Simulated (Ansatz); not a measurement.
The starting structures come from a database of crystals and need not be the phases stable at ambient conditions.

Given:

```
HfO2
1.0
    4.81353     0.00000     0.00000
    0.00000     4.81353     0.00000
    0.00000     0.00000     3.20542
Hf O
2 4
Direct
  0.00000   0.00000   0.00000
  0.50000   0.50000   0.50000
  0.80504   0.19496   0.50000
  0.19496   0.80504   0.50000
  0.30504   0.30504   0.00000
  0.69496   0.69496   0.00000
```

Space group of this cell: P4_2/mnm, rutile. The cell is taken as given; by r2SCAN its mean pressure is 3.6 GPa.

The current runs along the normal of the first two printed vectors, the (001) plane. All runs by Ansatz (an electronic-structure program), plane waves and PAW, without spin-orbit coupling; the base is r2SCAN.

| run | mean pressure (GPa) | gap (eV) | mid-gap κ (1/Å) |
|---|---|---|---|
| base | 3.6 | 4.59 | 0.347 |
| all lengths scaled by 0.98 | 20.7 | ___ | ___ |
| all lengths scaled by 1.02 | -9.5 | 4.35 | 0.341 |
| lengths across the current scaled by 0.98, ions clamped | 13.6 | ___ | 0.346 |
| lengths across the current scaled by 1.02, ions clamped | -4.7 | 4.42 | 0.346 |
| lengths along the current scaled by 0.97, ions clamped | 13.3 | ___ | ___ |
| lengths along the current scaled by 1.03, ions clamped | -4.4 | 4.47 | 0.338 |

Q: Fill in the missing entries.

A: 
- all lengths scaled by 0.98, gap (eV): 4.84
- all lengths scaled by 0.98, mid-gap κ (1/Å): 0.351
- lengths across the current scaled by 0.98, ions clamped, gap (eV): 4.76
- lengths along the current scaled by 0.97, ions clamped, gap (eV): 4.70
- lengths along the current scaled by 0.97, ions clamped, mid-gap κ (1/Å): 0.353
